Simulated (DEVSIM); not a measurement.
Device: W/Al2O3/n-InP capacitor, at 300 K.

Layer 1 from the left is Al2O3, thickness (nm) 2.30. Layer 2 from the left is InP, thickness (nm) 3000, Nd (cm⁻³) 4.4e16.

Metal gate on the left, work function 4.6 eV. Fixed charge at the semiconductor interface 2.8e10 cm⁻² (in units of +e); no interface traps.

Constants are typed, rounded textbook-type inputs, not results; the design itself was drawn at random and stands for no fabricated device. Values at 300 K.

Al2O3: gap (eV) 6.8, affinity (eV) 1.35, permittivity 9. InP: gap (eV) 1.344, affinity (eV) 4.38, permittivity 12.5, Nc (cm⁻³) 5.7e17, Nv (cm⁻³) 1.1e19.

Q: Estimate by hand the flat-band voltage, the threshold voltage, and compare with a numerical solution.

A: 
- Flat-band voltage: C = 3.46 μF/cm², work-function difference 0.154 V; VFB = φms − qNf/C = 0.15 V; numerical 0.15 V.
- Threshold voltage: φF = 0.568 V, depletion charge √(4εqNφF) = 1.33e-7 C/cm²; VT = VFB − 2φF − Qd/C = -1.02 V; numerical -1.02 V.

DEVSIM, 1D Poisson equation in equilibrium, Boltzmann statistics, complete ionisation; no quantum confinement or tunnelling. Metal contacts follow the ideal Schottky-Mott rule: no Fermi-level pinning, no interface dipoles.
